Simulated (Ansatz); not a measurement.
1T (CdI2-type) PtTe2 was calculated with PBEsol (Ansatz, a program for electronic structure, PAW).

Settings: plane-wave cutoff 500 eV, 12×12×8 k mesh (along the axes of the cell as run), Fermi–Dirac smearing 0.05 eV, scalar-relativistic PAW data made under PBE.

Computed at the level's own relaxed cell.

Q: What does this level give for the equilibrium volume per atom, lattice parameter a and lattice parameter c?

A: 
- equilibrium volume per atom = 24.26 Å³/atom
- lattice parameter a = 4.044 Å
- lattice parameter c = 5.138 Å

Measured, for comparison: lattice constant a 4.026 Å, lattice parameter c 5.221 Å (temperature not stated, no zero-point or thermal correction; as tabulated in Pelayo et al. (2023), arXiv:2312.15371). Computed (rounded) less measured: lattice constant a +0.4 %, lattice parameter c -1.6 %. A static lattice is as a rule a little smaller and stiffer than an uncorrected measurement, which narrows the difference in the lattice parameter c and would widen misses of the other sign.

Note: the cell comes from a level without a dispersion term, which matters for the spacing of layers, chains or molecules.

Spin–orbit coupling is not included.

Static lattice: no zero-point or thermal effects.

The result took very roughly 50 core-seconds.
